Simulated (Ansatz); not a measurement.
**PBE against r2SCAN: HfO2, pressure 4.2 GPa**

The parent structure is HfO₂ (space group Pca2_1, No. 29; a = 5.294 Å, b = 5.069 Å, c = 5.101 Å).

(Cell as relaxed with PBE.)

Levels (all Ansatz, an electronic-structure program, PAW): PBE (420 eV, spin-orbit coupling left out); r2SCAN (500 eV, no spin-orbit coupling).

Each level relaxes its own structure.

```tsv
base	PBE	r2SCAN
volume per atom	11.41 Å³	11.13 Å³
band gap	4.39 eV	4.97 eV
```

The change: cell and atoms relaxed at a pressure of 4.2 GPa.

```tsv
quantity	PBE	r2SCAN
mean gap deformation potential ΔEg/Δln V	-2.0 eV	(withheld)
valence-band top at Γ (three highest levels, from the VBM)	0.00, -0.06, -0.17 eV	(withheld)
```

Task: What does r2SCAN give?

Result: 
- mean gap deformation potential ΔEg/Δln V, r2SCAN: -3.0 eV
- valence-band top at Γ (three highest levels, from the VBM), r2SCAN: 0.00, -0.05, -0.16 eV

PBE's mean gap deformation potential ΔEg/Δln V lies 1.0 eV above r2SCAN's. Neither level is exact; r2SCAN is the comparison here, not a measurement.

Spin-orbit coupling, missing from the scalar runs, can matter with Hf. Load acts through the strain it causes; cell and atoms are relaxed under it. No phonon test of stability was made. This is not the structure that HfO2 has at room temperature and ambient pressure.
